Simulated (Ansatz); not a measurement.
Ta2O5 (I4/mmm, No. 139, 7 atoms in the cell; start mp-1218001), treated with LDA (Ansatz, a program for electronic structure, plane waves, PAW).

The input as run:

Ansatz 0.2 input:
```yaml
crystal:
  lattice:
    - [-2.5845051066, 2.5845051066, 4.7383744655]
    - [2.5845051066, -2.5845051066, 4.7383744655]
    - [2.5845051066, 2.5845051066, -4.7383744655]
  atoms:
    - { symbol: Ta, position: [0.1962616143, 0.1962616143, 0.0] }
    - { symbol: Ta, position: [0.8037383857, 0.8037383857, 0.0] }
    - { symbol: O, position: [0.0, 0.0, 0.0] }
    - { symbol: O, position: [0.5, 0.0, 0.0] }
    - { symbol: O, position: [0.0, 0.0, 0.5] }
    - { symbol: O, position: [0.0, 0.5, 0.0] }
    - { symbol: O, position: [0.5, 0.5, 0.5] }
basis:
  ecutwfc: 520
  ecutrho_ratio: 4
  xc_grid: 2
kpoints:
  mp_grid: { grid: [10, 10, 10] }
hamiltonian:
  xc: lda
  dispersion: none
  pseudopotentials: { kind: paw }
scf:
  occupations: { method: fermi_dirac, width: 0.01 }
output:
  forces: true
  stress: true
  eigenvalues: true
relax:
  f_tol: 0.004
  escape_saddle: false
  max_steps: 80
  cell: { stress_tol: 0.02, fix: [volume] }
```

Output (set-up and result lines):

```
Relaxation: its limit of steps is 80 (relax.max_steps)
Crystal: 7 atoms, lattice volume = 126.603 Å³
Basis set: ecut = 520 eV, 3417 PW (Γ), exchange–correlation on 90×90×90 points (8 copies of the dense FFT grid, shifted against one another)
Bands: 35, of which v1, the nominal top of the filled ones, is band 28 counted from 1 (27 counted from 0)
Symmetry: 16 space group operations
Space group: I4/mmm (ITA 139), of the structure as read, at distance tolerance 5.0e-5 Å
k-points: 102 of 1000
Functional: x = slater, c = lda
SCF iter   1: F=—  HF=-22147.732164 eV  |F-HF|=—  |Δ(HF+E_count)|=         —  Δρ=1.64e-2  dr2=3.15e-1
SCF iter   2: F=—  HF=-22147.669698 eV  |F-HF|=—  |Δ(HF+E_count)|=   6.25e-2  Δρ=6.37e-3  dr2=2.49e-2
  ...
SCF 1 converged in 8 iterations: F = -22147.664274 eV  dr2 = 9.07e-8
Crystal: 7 atoms, lattice volume = 126.603 Å³
Basis set: ecut = 520 eV, 3401 PW (Γ), exchange–correlation on 90×90×90 points (8 copies of the dense FFT grid, shifted against one another)
Initial density: handed on by an earlier stage of this run
  ...
Crystal: 7 atoms, lattice volume = 126.603 Å³
SCF 3 converged in 7 iterations: F = -22147.667174 eV  dr2 = 1.18e-8
Crystal: 7 atoms, lattice volume = 126.603 Å³
SCF 4 converged in 5 iterations: F = -22147.667173 eV  dr2 = 3.87e-8
Crystal: 7 atoms, lattice volume = 126.603 Å³
SCF 5 converged in 8 iterations: F = -22147.667193 eV  dr2 = 3.95e-12
Crystal: 7 atoms, lattice volume = 126.603 Å³
SCF iter   3: F=—  HF=-22147.667201 eV  |F-HF|=—  |Δ(HF+E_count)|=   5.72e-6  Δρ=1.16e-6  dr2=1.34e-9
SCF iter   4: F=-22147.667201 eV  HF=-22147.667201 eV  |F-HF|=7.28e-12  |Δ(HF+E_count)|=  2.15e-10  Δρ=1.02e-7  dr2=8.43e-12
SCF 6 converged in 4 iterations: F = -22147.667201 eV  dr2 = 8.43e-12
SCF converged after 4 iterations
Free energy (F): -22147.667201 eV
Internal energy: -22147.667201 eV  (E = F + TS)
E sigma→0 (E₀):  -22147.667201 eV
Fermi energy:    5.278000 eV
--- Forces (eV/Å), atoms counted from 1 ---
  atom   1  Ta     0.00000000    -0.00000000    -0.00207371
  atom   2  Ta     0.00000000    -0.00000000     0.00207371
  atom   3  O      0.00000000     0.00000000    -0.00000000
  atom   4  O      0.00000000    -0.00000000    -0.00000000
  atom   5  O      0.00000000    -0.00000000     0.00000000
  atom   6  O     -0.00000000     0.00000000     0.00000000
  atom   7  O      0.00000000    -0.00000000    -0.00000000
--- Stress (GPa, compression-positive) ---
        3.248990      -0.000000       0.000000
       -0.000000       3.248990       0.000000
        0.000000      -0.000000       3.251917
  P = ⅓ Tr σ = 3.2500 GPa (32.500 kbar)
```

The cell is one volume of an energy–volume scan, off the minimum.

The PAW data were made under PBE.

Note: the relaxation could not lower the start's symmetry, so the cell can be a saddle point above a distorted one.

A start named mp-… is a Materials Project structure, which need not be a measured phase.
